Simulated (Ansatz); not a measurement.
Consider Al-vacancy pair (Al on one host B site, one B site vacant) in zinc-blende BN, charge state -3. The step: one B atom jumps into the vacancy from a nearby B site (Al-vacancy distance between ideal sites 2.56 → 4.44 Å); the atom moves 2.44 Å along (0.48, 0.01, -0.47) of the unit cell; the moving atom starts with neighbours N at 1.47, 2 N at 1.59, N at 1.60 Å and ends with N at 1.45, N at 1.55, N at 1.60, N at 1.63 Å. A PBE band in Ansatz (plane-wave PAW, a 2×2×2 k-point mesh shifted by half a step, 64 host sites, 52 SCF runs with any check of the saddle's order, static, no finite-size correction) gives a forward barrier of 2.95 eV. The saddle point's order was not checked. The charge state is imposed; whether it is stable for some Fermi level was not computed. Forms of the defect that were not tried may lie lower.

Single points at the band's start and saddle point can refine it. Rough cost of one point, in units of the band's mean SCF on the same machine:

| Level | Cost of one point |
|---|---|
| PBE, a 3×3×3 k-point mesh shifted by half a step | about 5 |
| r2SCAN at 500 eV, a 2×2×2 k-point mesh shifted by half a step | about 3 |

**Question.** Which of these move the barrier by more than 0.1 eV, and how far does each move it?

**Answer.** PBE, a 3×3×3 k-point mesh shifted by half a step: 0.00 eV; r2SCAN at 500 eV, a 2×2×2 k-point mesh shifted by half a step: +0.18 eV. Each functional is compared with PBE at the same k-points.

Ansatz is an electronic-structure program.
